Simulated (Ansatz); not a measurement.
Nb: pressure 0.9 GPa

Consider Nb in the bcc (W type) structure (space group Im-3m, No. 229; a = 3.247 Å).

Perturbation: cell and atoms relaxed at a pressure of 0.9 GPa.

All numbers come from DFT with LDA, PAW potentials and a 420 eV plane-wave cutoff in Ansatz (an electronic-structure program), no spin-orbit coupling. Γ-centred 20×20×20 mesh, Fermi–Dirac width 0.05 eV.

The volume per atom shrinks by 0.08 Å³ (17.12 Å³ → 17.04 Å³) and the density grows by 0.04 g/cm³, from 9.01 g/cm³ to 9.05 g/cm³. The lattice parameter a shrinks by 0.005 Å, from 3.247 Å to 3.242 Å and the shortest interatomic distance falls by 0.004 Å to 2.808 Å. The enthalpy H = E + PV relative to the base's energy amounts to +0.10 eV/atom and the band gap remains zero.

Final structure:

```yaml
crystal:
  lattice:
    - [-1.62109, 1.62109, 1.62109]
    - [1.62109, -1.62109, 1.62109]
    - [1.62109, 1.62109, -1.62109]
  atoms:
    - { symbol: Nb, position: [0.00000, 0.00000, 0.00000] }
```

Cost of the whole job for the changed cell (relaxation, final SCF and bands): around 10 core-seconds (rough).

Load acts through the strain it causes; cell and atoms are relaxed under it. Whether these cells are dynamically stable was not tested. The final runs are not spin-polarised.
